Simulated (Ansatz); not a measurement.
We consider SnS (Fm-3m, No. 225, 2 atoms in the cell; start mp-1876; a measured phase of this formula has another space group), described by G0W0@HSE06 (Ansatz, a first-principles code, hard PAW, contour deformation, complete-basis limit).

Numerical settings: largest k mesh 8×8×8 (not extrapolated in the mesh).

Cell (relaxed with PBEsol):

```cif
data_S4Sn4
_chemical_formula_sum 'Sn4 S4'
_space_group_name_H-M_alt 'Fm-3m'
_space_group_IT_number 225
_space_group_name_Hall '-F 4 2 3'
_cell_length_a 5.72669
_cell_length_b 5.72669
_cell_length_c 5.72669
_cell_angle_alpha 90.000
_cell_angle_beta 90.000
_cell_angle_gamma 90.000
loop_
_atom_site_label
_atom_site_type_symbol
_atom_site_symmetry_multiplicity
_atom_site_Wyckoff_symbol
_atom_site_fract_x
_atom_site_fract_y
_atom_site_fract_z
_atom_site_occupancy
Sn1 Sn 4 b 0.50000 0.50000 0.50000 1
S1 S 4 a 0.00000 0.00000 0.00000 1
```
(The calculation used a cell of 2 atoms; values per cell refer to that cell.)

Task: Predict the band gap.

Result: 
- band gap: 0.55 eV

Note: filled d or f shells below the valence bands can shift G0W0 gaps through exchange with them, which wasn't tested here; GW on a hybrid start was not checked against another program; the gap holds a correction of -0.22 eV to the complete basis.

Spin–orbit coupling is not included.

Computed values are for the static lattice.

A start named mp-… is a Materials Project structure, which need not be a measured phase.
